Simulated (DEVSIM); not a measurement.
System: Ti/AlN/p-GaAs capacitor, at 300 K.

| layer (left to right) | material | thickness (nm) | Na (cm⁻³) |
|---|---|---|---|
| 1 | AlN | 2.90 | - |
| 2 | GaAs | 1900 | 1.1e17 |

Metal gate on the left, work function 4.33 eV. Fixed charge at the semiconductor interface 1.6e11 cm⁻² (in units of +e); no interface traps.

This is a model device: material constants are rounded textbook-type values typed into the input, and sizes, dopings and lifetimes were drawn at random. Values at 300 K.

| parameter | AlN | GaAs |
|---|---|---|
| gap (eV) | 6.1 | 1.424 |
| affinity (eV) | 1.9 | 4.07 |
| permittivity | 8.5 | 12.9 |
| Nc (cm⁻³) | - | 4.7e17 |
| Nv (cm⁻³) | - | 9e18 |

DEVSIM, 1D Poisson equation in equilibrium, Boltzmann statistics, complete ionisation; no quantum confinement or tunnelling. Metal contacts follow the ideal Schottky-Mott rule: no Fermi-level pinning, no interface dipoles.

**Question.** Give the band bending (positive: bands bend down) and minority sheet density.

**Answer.** 
```json
[
 {"Vg (V)": "-1.2", "ψs (V)": "-0.083", "minority carriers (cm⁻²)": "< 1e8"},
 {"Vg (V)": "-0.9", "ψs (V)": "0.135", "minority carriers (cm⁻²)": "< 1e8"},
 {"Vg (V)": "-0.6", "ψs (V)": "0.412", "minority carriers (cm⁻²)": "< 1e8"},
 {"Vg (V)": "-0.3", "ψs (V)": "0.697", "minority carriers (cm⁻²)": "< 1e8"},
 {"Vg (V)": "0", "ψs (V)": "0.984", "minority carriers (cm⁻²)": "< 1e8"},
 {"Vg (V)": "0.3", "ψs (V)": "1.273", "minority carriers (cm⁻²)": "1.5e10"}
]
```
